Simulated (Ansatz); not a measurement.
The starting structures come from a database of crystals and need not be the phases stable at ambient conditions.

 Where the default PAW files enter, the runs use the earlier of Ansatz's two default sets.

Input:

```xyz
20
Lattice="5.6851 0.0000 0.0000 0.0000 5.8035 0.0000 0.0000 0.0000 8.1023" Properties=species:S:1:pos:R:3 pbc="T T T"
La     5.6199     0.2590     2.0256
La     0.0652     5.5446     6.0767
La     2.7774     2.6428     6.0767
La     2.9077     3.1607     2.0256
Sc     0.0000     2.9018     0.0000
Sc     2.8425     0.0000     0.0000
Sc     2.8425     0.0000     4.0511
Sc     0.0000     2.9018     4.0511
O      0.5715     2.7058     2.0256
O      5.1136     3.0978     6.0767
O      3.4140     0.1960     6.0767
O      2.2711     5.6075     2.0256
O      1.6849     4.0841     7.6686
O      4.0001     1.7195     0.4336
O      4.5275     4.6212     0.4336
O      1.1576     1.1823     7.6686
O      1.1576     1.1823     4.4848
O      4.5275     4.6212     3.6175
O      4.0001     1.7195     3.6175
O      1.6849     4.0841     4.4848
```

Space group of this cell: Pnma. The cell is taken as given; by PBEsol its mean pressure is -3.7 GPa.

All values below come from PBEsol (plane waves, PAW; Ansatz, an electronic-structure program).

The current runs along the normal of the first two printed vectors; no spin-orbit coupling. Scaled by the factor s: both lengths across the current (ions clamped). Meshes 6×6×4 and 6×6 across the current in all rows.

| s | mean pressure (GPa) | band gap (eV) |
|---|---|---|
| 0.98 | 3.4 | ? |
| 1.00 | -3.7 | 3.89 |
| 1.02 | -9.4 | 3.74 |

Q: Take the slope of the band gap against ln s from the two given rows, extrapolate to s = 0.98, and say what the run there gives.

A: Slope = (3.74 − 3.89) / ln 1.02 = -7.57 eV. The line gives 3.89 + (-7.57) × ln 0.98 = 4.04 eV. The run gives 3.98 eV, 0.06 eV under the line, 41 % of the predicted step.
